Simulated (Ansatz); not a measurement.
Base system: Cs in the bcc (W type) structure (space group Im-3m, No. 229; a = 6.161 Å; relaxed with 0.1 eV smearing).

Computed with Ansatz (a quantum-chemistry and plane-wave program) PBE, no spin-orbit coupling.

Base values:

```
Item       Result
--------  -------
Pressure  0.0 GPa
```

The change: every lattice vector is shortened by 3.00 %; the atoms relax in the strained cell.

How does this affect the energy relative to the base?

The energy grows by 6.0 meV/atom.

Estimate the effect on the pressure.

The pressure goes from zero to 0.2 GPa.

Whether these cells are dynamically stable was not tested. All final runs are without spin polarisation.
